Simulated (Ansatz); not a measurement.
Input and output of a self-consistent single point for CdRe₂ (Fd-3m, 6 atoms in the cell) (Ansatz, an electronic-structure program).

Method of the run: PBE-D4 (plane waves, PAW; Ansatz).

```xyz
6
Lattice="0.0000 3.8106 3.8106 3.8106 0.0000 3.8106 3.8106 3.8106 0.0000" Properties=species:S:1:pos:R:3 pbc="T T T"
Re     0.9526     0.9526     0.9526
Re     0.9526     2.8579     2.8579
Re     2.8579     0.9526     2.8579
Re     2.8579     2.8579     0.9526
Cd     5.7159     5.7159     5.7159
Cd     3.8106     3.8106     3.8106
```

Reference input (self-consistent single point, DFT, PBE, plane waves, default PAW files): basis.ecutwfc = 420 eV; kpoints.mp_grid.grid = 6 6 6; hamiltonian.xc = pbe; hamiltonian.pseudopotentials = {kind: paw} (the program's default PAW files); scf.occupations.method = methfessel_paxton; scf.occupations.width = 0.272 eV. This run's input differs from it in these lines:

```diff
@@ -18,2 +18,3 @@
   xc: pbe
+  dispersion: d4
   pseudopotentials: { kind: paw }
```

Log, with long lists cut:

```
SCF iter   1: F=—  HF=-59980.612724 eV  |F-HF|=—  |Δ(HF+E_count)|=         —  Δρ=6.89e-3  dr2=1.37e-1  ethr=1.77e-3  ⟨swp⟩=4.9  Hψ=2861  notcnv=0
all-band conjugate gradients solve this SCF's bands
preconditioner: auto → Kerker (q_TF=auto, 2.683 Å⁻¹)
SCF iter   2: F=—  HF=-59980.593072 eV  |F-HF|=—  |Δ(HF+E_count)|=   1.97e-2  S|Δr|=    0.00e0  Δρ=4.04e-3  dr2=5.89e-2  ethr=1.37e-4  ⟨swp⟩=1.0  Hψ=1104  notcnv=0
   [... lines left out ...]
SCF iter   5: F=—  HF=-59980.577332 eV  |F-HF|=—  |Δ(HF+E_count)|=   1.33e-5  S|Δr|=    0.00e0  Δρ=4.98e-5  dr2=2.83e-6  ethr=5.58e-8  ⟨swp⟩=2.0  Hψ=1225  notcnv=0
SCF iter   6: F=—  HF=-59980.577332 eV  |F-HF|=—  |Δ(HF+E_count)|=   2.77e-7  S|Δr|=    0.00e0  Δρ=1.23e-5  dr2=1.43e-7  ethr=2.83e-9  ⟨swp⟩=2.6  Hψ=1673  notcnv=0
SCF iter   7: F=-59980.577332 eV  HF=-59980.577332 eV  |F-HF|=1.15e-8  |Δ(HF+E_count)|=   6.10e-9  S|Δr|=    0.00e0  Δρ=4.84e-6  dr2=1.56e-8  ethr=1.00e-10  ⟨swp⟩=8.0  Hψ=3384  notcnv=0
SCF 1 converged in 7 iterations: F = -59980.577332 eV  dr2 = 1.56e-8
Stability not checked (fill_not_monotonic)
Free energy (F): -59980.577332 eV
Internal energy: -59980.562871 eV  (E = F + TS)
E sigma→0 (E₀):  -59980.573716 eV
Entropy (-TS):   -0.014461 eV (-2.410 meV/atom)
Fermi energy:    18.223316 eV
--- Forces (eV/Å), atoms counted from 1 ---
  atom   1  Re    -0.00000000     0.00000000    -0.00000000
   [... zero for the other atoms too ...]
--- Stress (GPa, compression-positive) ---
      -14.831535       0.000000       0.000000
        0.000000     -14.831535       0.000000
        0.000000      -0.000000     -14.831535
  P = ⅓ Tr σ = -14.8315 GPa (-148.315 kbar)
  The stress holds the Pulay correction. Without it, at fixed plane waves, as pw.x and ABINIT print it: P = -14.9430 GPa
```

The run converged in 7 iterations. Against the reference run the pressure goes from -10.17 to -14.83 GPa.

The starting cell was generated: these elements placed on a structure prototype, without a prior relaxation; it need not be a known phase or ordering of this composition. Spin polarisation is off. With a pressure of about -15 GPa the cell is away from its equilibrium volume at this level. Ansatz's pressure includes its estimate of the finite-basis (Pulay) stress.

Keys are those of Ansatz 0.2.
